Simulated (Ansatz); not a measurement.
```
InP
1.0
    0.00000     2.91299     2.91299
    2.91299     0.00000     2.91299
    2.91299     2.91299     0.00000
P In
1 1
Direct
  0.25000   0.25000   0.25000
  0.00000   0.00000   0.00000
```

Dynamical quadrupoles are not included in the interpolation of the phonons between the solved wave vectors.

Q: What linear thermal expansion coefficient does the quasi-harmonic free energy on LDA density-functional theory in Ansatz (plane waves, PAW) give at 750 K, and what isobaric heat capacity per mole of formula units and Grüneisen parameter?

A: α = 5.9 × 10⁻⁶ K⁻¹; C_P = 49.5 J/(mol K); γ = 0.69. Whether this phase is the stable one at each condition was not tested.

The PAW data sets were generated under PBE and serve the other functionals too.

Ansatz is a quantum-chemistry and plane-wave program.
